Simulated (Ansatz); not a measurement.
**AlPO₄ (P2₁, No. 4, 12 atoms in the cell; start mp-5724; a measured phase of this formula has another space group)**

Level of theory: HSE06 (plane waves, PAW; Ansatz, a quantum-chemistry and plane-wave program).

Run with plane-wave cutoff 500 eV, 6×4×6 k mesh (along the axes of the cell as run), gaussian smearing 0.02 eV, scalar-relativistic PAW data made under PBE.

Cell (relaxed with PBEsol):

Space group P2₁ (No. 4); a = 5.0435 Å, b = 8.4238 Å, c = 5.1147 Å, α = 90.00°, β = 119.36°, γ = 90.00°

```csv
atom,site,symmetry,x,y,z
Al,2a,1,0.5883,0.4328,0.3322
P,2a,1,0.7401,0.0583,0.3247
O,2a,1,0.4530,0.4549,0.5852
O,2a,1,0.0787,0.0413,0.5548
O,2a,1,0.6503,0.2323,0.3104
O,2a,1,0.6878,0.0037,0.0168
```

```json
{
 "band_gap": "7.33 eV (on the SCF k mesh)"
}
```

Note: cell and atoms aren't relaxed at this level (pressure -2.2 GPa).

Computed values are for the static lattice.

A start named mp-… is a Materials Project structure, which need not be a measured phase.
